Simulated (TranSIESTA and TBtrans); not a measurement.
**Cu chain with one bond stretched by 0.6 Å**

Device: Cu chain with one bond stretched by 0.6 Å. Leads: straight Cu chain, spacing 2.3 Å. Geometry: as built, not relaxed.

TranSIESTA and TBtrans, PBE, DZP numerical orbitals (energy shift 0.15 eV), PseudoDojo norm-conserving scalar-relativistic potentials, mesh cutoff 200 Ry, 300 K, no spin polarisation, no spin-orbit coupling; self-consistent non-equilibrium Green functions.

```
Quantity                           Value
---------------------------------  -----
Conductance at 300 K (G0 = 2e²/h)   1.49
Thermopower (μV/K)                    67
Mean T from −0.5 to 0.5 eV          1.61
```

Energies count from the leads' Fermi level. Transmissions are for one spin of a degenerate pair. The energy step is 0.01 eV; narrower resonances are cut or missed.

| E (eV) | T | lead channels |
|---|---|---|
| -1.95 | 0.55 | 1 |
| -1.80 | 0.60 | 1 |
| -1.65 | 0.64 | 1 |
| -1.50 | 0.69 | band edge |
| -1.35 | 0.72 | 3 |
| -1.20 | 0.76 | 3 |
| -1.05 | 0.84 | 4 |
| -0.90 | 0.97 | 4 |
| -0.75 | 1.17 | 4 |
| -0.60 | 1.41 | 4 |
| -0.45 | 1.70 | band edge |
| -0.30 | 2.17 | band edge |
| -0.15 | 2.98 | 4 |
| 0.00 | 0.89 | 1 |
| 0.15 | 0.92 | 1 |
| 0.30 | 0.93 | 1 |
| 0.45 | 0.94 | 1 |
| 0.60 | 0.95 | 1 |
| 0.75 | 0.95 | 1 |
| 0.90 | 0.96 | 1 |
| 1.05 | 0.96 | 1 |
| 1.20 | 0.97 | 1 |
| 1.35 | 0.97 | 1 |
| 1.50 | 0.98 | 1 |
| 1.65 | 0.98 | 1 |
| 1.80 | 0.99 | 1 |
| 1.95 | 0.99 | 1 |

The leads' channel count changes near -0.01 eV, within the thermal window, so values at the Fermi level hang on where that band edge falls. The straight chain is held at its spacing; free chains may zigzag or dimerise. No spin-polarised start was tried, so a magnetic state, if there is one, is missed.
